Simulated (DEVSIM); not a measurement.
Device: Co/TiO2/n-In0.53Ga0.47As capacitor, at 300 K.

```tsv
layer (left to right)	material	thickness (nm)	Nd (cm⁻³)
1	TiO2	3.20	-
2	In0.53Ga0.47As	11000	2.6e15
```

Metal gate on the left, work function 5 eV. Fixed charge at the semiconductor interface -2.9e10 cm⁻² (in units of +e); no interface traps.

This is a model device: material constants are rounded textbook-type values typed into the input, and sizes, dopings and lifetimes were drawn at random. Values at 300 K; Nc and Nv go as T^1.5, mobilities as T to minus their exponent, the gap by Varshni's rule with the affinity fixed.

| parameter | TiO2 | In0.53Ga0.47As |
|---|---|---|
| gap (eV) | 3.2 | 0.74 |
| affinity (eV) | 3.9 | 4.51 |
| permittivity | 60 | 13.9 |
| Nc (cm⁻³) | - | 2.1e17 |
| Nv (cm⁻³) | - | 7.7e18 |
| Varshni α (eV/K) | - | 0.00035 |
| Varshni β (K) | - | 190 |

Simulated with DEVSIM: 1D Poisson equation in equilibrium, Boltzmann statistics, complete ionisation; no quantum confinement or tunnelling. Metal contacts follow the ideal Schottky-Mott rule: no Fermi-level pinning, no interface dipoles.

Base results: minimum of the low-frequency capacitance (μF/cm²) 0.0299; flat-band voltage (V) 0.38; threshold voltage (band bending 2φF) (V) -0.04.

Question: What follows from this one change: temperature 300 → 350 K?

Answer: minimum of the low-frequency capacitance 0.0299 → 0.0358 μF/cm²; flat-band voltage 0.38 → 0.35 V; threshold voltage (band bending 2φF) -0.04 → 0.01 V.

Question: What follows from this one change: interface trap density 0 → 1e+10 cm^-2 eV^-1?

Answer: minimum of the low-frequency capacitance 0.0299 → 0.0315 μF/cm²; flat-band voltage little changed (0.38 V); threshold voltage (band bending 2φF) little changed (-0.04 V).

Question: What follows from this one change: fixed charge -2.9e+10 → 2.3071e+13 cm^-2?

Answer: minimum of the low-frequency capacitance little changed (0.0299 μF/cm²); flat-band voltage 0.38 → 0.15 V; threshold voltage (band bending 2φF) -0.04 → -0.27 V.

Question: What follows from this one change: gate work function 5 → 5.15 eV?

Answer: minimum of the low-frequency capacitance little changed (0.0299 μF/cm²); flat-band voltage 0.38 → 0.53 V; threshold voltage (band bending 2φF) -0.04 → 0.11 V.
